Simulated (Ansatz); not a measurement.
Ansatz (a quantum-chemistry and plane-wave program) run on MgS (F-43m, 2 atoms in the cell): relaxation of cell and atoms.

Level of theory: LDA (PW92), default PAW files made with PBE (plane waves; Ansatz).

The change in words: atoms on their sites; basis.ecutwfc: 420 eV → 840 eV; relax: default → cell and atoms. Reference geometry:
```yaml
crystal:
  lattice:
    - [0.00000, 2.84729, 2.84729]
    - [2.84729, 0.00000, 2.84729]
    - [2.84729, 2.84729, 0.00000]
  atoms:
    - { symbol: Mg, position: [0.00507, 0.00507, 0.00507] }
    - { symbol: S, position: [0.75000, 0.75000, 0.75000] }
```

Reference input (self-consistent single point, DFT, LDA (PW92), plane waves, default PAW files made with PBE): basis.ecutwfc = 420 eV; kpoints.mp_grid.grid = 8 8 8; hamiltonian.xc = lda; hamiltonian.pseudopotentials = {kind: paw} (the program's default PAW files); scf.occupations.method = fixed. This run's input differs from it in these lines:

Ansatz 0.2 input:
```diff
@@ -6,6 +6,6 @@
   atoms:
-    - { symbol: Mg, position: [0.00506900, 0.00506900, 0.00506900] }
+    - { symbol: Mg, position: [0.00000000, 0.00000000, 0.00000000] }
     - { symbol: S, position: [0.75000000, 0.75000000, 0.75000000] }
 basis:
-  ecutwfc: 420.0
+  ecutwfc: 840.0
 kpoints:
@@ -20,2 +20,4 @@
     method: fixed
+relax:
+  cell: {}
 output:
```

Output (repeated stretches shortened):

```
   [... SCF lines of the steps left out ...]
relax step   1: F+E_penalty+E_count = -2773.98267078 eV  Δ(F+E_penalty+E_count) = +0.000e0 eV  max|allowed force component| = 1.365e-16 eV/Å  Δτ_max = 0.0000 Å  P = -2.954 GPa  Ω = 46.166 Å³  (6 SCF iters, dr2 threshold 1.00e-7 eV, accepted)
relax step   2: F+E_penalty+E_count = -2774.00374140 eV  Δ(F+E_penalty+E_count) = -2.107e-2 eV  max|allowed force component| = 1.122e-16 eV/Å  Δτ_max = 0.0000 Å  P = -0.960 GPa  Ω = 44.470 Å³  energy of the carried Pulay correction = +8.002e-6 eV  [...]
relax step   3: F+E_penalty+E_count = -2774.00588917 eV  Δ(F+E_penalty+E_count) = -2.148e-3 eV  max|allowed force component| = 8.847e-17 eV/Å  Δτ_max = 0.0000 Å  P = +0.087 GPa  Ω = 43.697 Å³  energy of the carried Pulay correction = +1.175e-5 eV  [...]
relax step   4: F+E_penalty+E_count = -2774.00590540 eV  Δ(F+E_penalty+E_count) = -1.623e-5 eV  max|allowed force component| = 1.076e-16 eV/Å  Δτ_max = 0.0000 Å  P = +0.001 GPa  Ω = 43.758 Å³  energy of the carried Pulay correction = +1.145e-5 eV  [...]
relax step   5: F+E_penalty+E_count = -2774.00589389 eV  Δ(F+E_penalty+E_count) = +1.151e-5 eV  max|allowed force component| = 9.194e-17 eV/Å  Δτ_max = 0.0000 Å  P = +0.001 GPa  Ω = 43.758 Å³  stress off target by 1.32e-3 GPa  SCF on the basis [...]
basis re-selected at this cell: Δ(F+E_penalty+E_count) = +1.151e-5 eV, ΔP = -0.000 GPa vs the last step
the relaxation is at rest under the 24 symmetry operations that the run kept from its start: a minimum is not shown …
Stability not checked: this state was not tested for a lower state beside it, because too few of the mixer's solves of this state at the end of the SCF gave a …
Free energy (F): -2774.005894 eV
Internal energy: -2774.005894 eV  (E = F + TS)
   [... lines left out ...]
Fermi energy:    3.225935 eV
   [... lines left out ...]
  cell:  # Å, volume = 43.7575 Å³
    - [2.0346709353848582e-33, 2.796882593122147, 2.796882593122147]
    - [2.796882593122147, -3.5045345033038196e-34, 2.796882593122147]
    - [2.796882593122147, 2.796882593122147, 3.735397990509371e-33]
  atoms:
    - { symbol: Mg, position: [3.112538399626657e-34, -8.749280266522698e-34, -6.043644170412601e-34] }
    - { symbol: S, position: [0.7499999999999999, 0.7499999999999999, 0.7499999999999999] }
```

The run converged. 

Summary of the result:
- Free energy E − TS (on the zero of these files): -2774.0059 eV
- Top of the valence band (on the code's own zero): 3.23 eV
- Gap on the k-point mesh: 3.37 eV
- Pressure: 0.00 GPa
- Final cell: a = 3.955 Å, b = 3.955 Å, c = 3.955 Å, α = 60.00°, β = 60.00°, γ = 60.00°
- Final volume per atom: 21.88 Å³
- Relaxation steps: 5

The starting cell comes from a database of computed structures (which also holds hypothetical and non-ambient phases and stackings), without a prior relaxation at this level. Its lattice was rescaled by up to half a per cent. The relaxation keeps the symmetry of its start, so its end need not be a minimum. Ansatz's pressure includes its estimate of the finite-basis (Pulay) stress.
